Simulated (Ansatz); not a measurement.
In a free zigzag chain of Pd atoms, spin-degenerate bands cross the Fermi level 5 times between Γ and the zone edge.

The numbers are results of PBE (plane waves to 420 eV, PAW; Ansatz, a quantum-chemistry and plane-wave program), not measurements. Mesh 1×1×72. Collinear spin, started with parallel moments, which vanish. Periodic along z alone, with about 11 Å of vacuum beside it. A hypothetical model. It keeps the symmetry and period of its start, so it need not be a minimum against all distortions. Pairing along the axis, which can open a gap, is among the distortions not tried.

Problem. What are the conductance and the two-terminal resistance of a perfect, endless piece?

Solution. Each crossing on the half of the zone with k > 0 has a partner at −k, so it gives one mode in each direction. Counting spin there are 10 modes, each carrying e²/h = 38.74 μS. G = 10 × 38.74 = 387.4 μS and R = 1/G = 2.58 kΩ, whatever the length. Scattering by phonons, roughness and contacts can only raise R.
